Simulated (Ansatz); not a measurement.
# Several settings converged on GePd (Pm, 8 atoms in the cell)

```xyz
8
Lattice="5.7662 0.0000 0.0000 0.0000 3.5386 0.0000 0.0000 0.0000 6.2773" Properties=species:S:1:pos:R:3 pbc="T T T"
Ge     4.6972     2.6540     3.6771
Ge     1.0691     0.8847     2.6502
Ge     3.9522     0.8847     0.4884
Ge     1.8141     2.6540     5.7888
Pd     5.7444     2.6540     1.1989
Pd     0.0218     0.8847     5.0784
Pd     2.9049     0.8847     4.3375
Pd     2.8613     2.6540     1.9397
```

Base method: PBEsol, default PAW files made with PBE (plane waves; Ansatz, an electronic-structure program).

Base settings: basis.ecutwfc = 420 eV; kpoints.mp_grid.grid = 2 3 2; hamiltonian.xc = pbesol; hamiltonian.pseudopotentials = {kind: paw} (the program's default PAW files); scf.occupations.method = gaussian; scf.occupations.width = 0.1 eV.

The count of work is k-points × plane waves × bands × iterations; it is no time. Core times come from one kind of shared machine, to one figure; runs under 30 s give none.

**The cutoff for other potential files**

Level: DFT, PBEsol, plane waves, harder PAW files (source: ansatz) made with PBE.

In this ladder: hamiltonian.pseudopotentials = {kind: paw, source: ansatz}.

The second cell is the first with its lattice scaled by 0.98.

The mesh stays at the base's, so the ladder's end is converged at best in this setting alone.

The first pressure column holds Ansatz's estimate of the finite-basis (Pulay) stress, which hides part of the cutoff error; the other is without it.

Only quantities that move along the ladder and can be compared are tabulated.

```tsv
basis.ecutwfc	free energy less the last step's (meV/atom)	energy of the compressed cell less the first (meV/atom)	pressure (GPa)	pressure without the Pulay estimate (GPa)	largest difference of a force vector from the last step's (eV/Å)	count of work / last
370 eV	9018.06	-18.73	-2.21	-383.37	0.393	0.11
450 eV	2157.27	57.24	-1.97	-124.10	0.044	0.14
575 eV	145.93	18.67	-1.56	-15.37	0.006	0.21
695 eV	4.40	17.42	-1.65	-2.32	0.000	0.28
820 eV	0.67	17.36	-1.65	-1.66	0.000	0.35
985 eV	0.39	17.36	-1.66	-1.66	0.000	0.47
1230 eV	0.20	17.36	-1.66	-1.67	0.000	0.65
1640 eV	0.00	17.35	-1.66	-1.66	0.000	1.0
```

Coarsest basis.ecutwfc that holds the energy of the compressed cell less the first within 0.2 meV/atom of the last step, with all finer ones: 695 eV, at 0.28 of the last step's count of work; the step before is off by 1.3 meV/atom.

Coarsest basis.ecutwfc that holds the free energy within 2 meV/atom of the last step, with all finer ones: 820 eV, at 0.35 of the last step's count of work; the step before is off by 4.4 meV/atom.

Coarsest basis.ecutwfc that holds the pressure without the Pulay estimate within 0.5 GPa of the last step, with all finer ones: 820 eV, at 0.35 of the last step's count of work; the step before is off by 0.66 GPa.

The energy difference between the two cells stays within 1 meV/atom of the last step's from 695 eV on, the total only from 820 eV on: much of the error is common to both cells and cancels.

At the lowest cutoff the pressure without the Pulay estimate lies 382 GPa under the last step's, the usual sign of Pulay stress in an incomplete plane-wave basis.

**The density cutoff**

The second cell is the first with its lattice scaled by 0.98.

The mesh stays at the base's, so the ladder's end is converged at best in this setting alone.

Only quantities that move along the ladder and can be compared are tabulated.

| basis.ecutrho_ratio | free energy less the last step's (meV/atom) | energy of the compressed cell less the first (meV/atom) | pressure (GPa) | largest difference of a force vector from the last step's (eV/Å) |
|---|---|---|---|---|
| 2 | -13.86 | 17.41 | -0.86 | 0.018 |
| 3 | -0.30 | 17.05 | -1.67 | 0.001 |
| 4 | -0.01 | 17.06 | -1.70 | 0.000 |
| 5 | 0.00 | 17.06 | -1.70 | 0.000 |
| 6 | 0.00 | 17.06 | -1.70 | 0.000 |
| 8 | 0.00 | 17.06 | -1.70 | 0.000 |
| 10 | 0.00 | 17.06 | -1.70 | 0.000 |
| 12 | 0.00 | 17.06 | -1.70 | 0.000 |
| 16 | 0.00 | 17.06 | -1.70 | 0.000 |

Coarsest basis.ecutrho_ratio that holds the energy of the compressed cell less the first within 0.2 meV/atom of the last step, with all finer ones: 3; the step before is off by 0.35 meV/atom.

Coarsest basis.ecutrho_ratio that holds the free energy within 0.5 meV/atom of the last step, with all finer ones: 3; the step before is off by 14 meV/atom.

Coarsest basis.ecutrho_ratio that holds the forces within 0.005 eV/Å of the last step, with all finer ones: 3; the step before is off by 0.018 eV/Å.

The energy difference between the two cells stays within 1 meV/atom of the last step's from 2 on, the total only from 3 on: much of the error is common to both cells and cancels.

**The relaxed cell against the cutoff**

On GePd (Pnma, 8 atoms in the cell): atoms on their sites.

In this ladder: relax = cell and atoms.

The mesh stays at the base's, so the ladder's end is converged at best in this setting alone.

Only quantities that move along the ladder and can be compared are tabulated.

| basis.ecutwfc | relaxed volume (Å³/atom) | relaxation steps | core time / last (rough) |
|---|---|---|---|
| 295 eV | 15.788 | 32 | 1.0 |
| 355 eV | 15.747 | 12 | 0.5 |
| 420 eV | 15.743 | 8 | 0.4 |
| 505 eV | 15.742 | 8 | 0.5 |
| 630 eV | 15.741 | 8 | 0.6 |
| 840 eV | 15.741 | 8 | 1 |

Coarsest basis.ecutwfc that holds the relaxed volume within 0.031 Å³/atom of the last step, with all finer ones: 355 eV; the step before is off by 0.047 Å³/atom.

At the lowest cutoff the cell relaxes to a volume 0.3 % larger than at the highest. Ansatz relaxes on a stress corrected for the finite basis.

On the base run: the starting cell comes from a database of computed structures (which also holds hypothetical and non-ambient phases and stackings), without a prior relaxation at this level. Its lattice was rescaled by up to half a per cent. One atom was moved a little off its site on purpose. Spin polarisation is off. Without a gap this mesh is coarse (it stands for a supercell whose shortest vector is 11 Å).

Left out of this page: 2 runs of the series failed or unconverged.

Keys are those of Ansatz 0.2.
